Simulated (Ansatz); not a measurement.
Input:

```yaml
crystal:
  lattice:
    - [-2.52134, 2.52134, 4.97323]
    - [2.52134, -2.52134, 4.97323]
    - [2.52134, 2.52134, -4.97323]
  atoms:
    - { symbol: Zn, position: [0.00000, 0.00000, 0.00000] }
    - { symbol: Zn, position: [0.75000, 0.25000, 0.50000] }
    - { symbol: Ge, position: [0.50000, 0.50000, 0.00000] }
    - { symbol: Ge, position: [0.25000, 0.75000, 0.50000] }
    - { symbol: P, position: [0.87500, 0.87813, 0.50313] }
    - { symbol: P, position: [0.12187, 0.62500, 0.99687] }
    - { symbol: P, position: [0.37500, 0.37187, 0.49687] }
    - { symbol: P, position: [0.62813, 0.12500, 0.00313] }
```

No spin polarisation.

Method: Ansatz (an electronic-structure program) PBEsol, no spin-orbit coupling. Γ-centred 9×9×9 mesh, Fermi–Dirac width 0.05 eV.

Question: What is the computed hole mass?

Answer: 0.17 mₑ along c, 0.24 mₑ across (at Γ).

Question: Predict the gap character.

Answer: Indirect, Γ → M–S (33 % along).

Question: What smallest direct gap does the calculation give?

Answer: 0.66 eV.

Load acts through the strain it causes; cell and atoms are relaxed under it. Effective masses come from finite differences of ±0.01 Å⁻¹. No phonon test of stability was made. Competing high-pressure phases were not computed. The cell was made from ZnGeP₂ in the chalcopyrite structure (space group I-42d, No. 122) by this change: pressure 30 GPa.
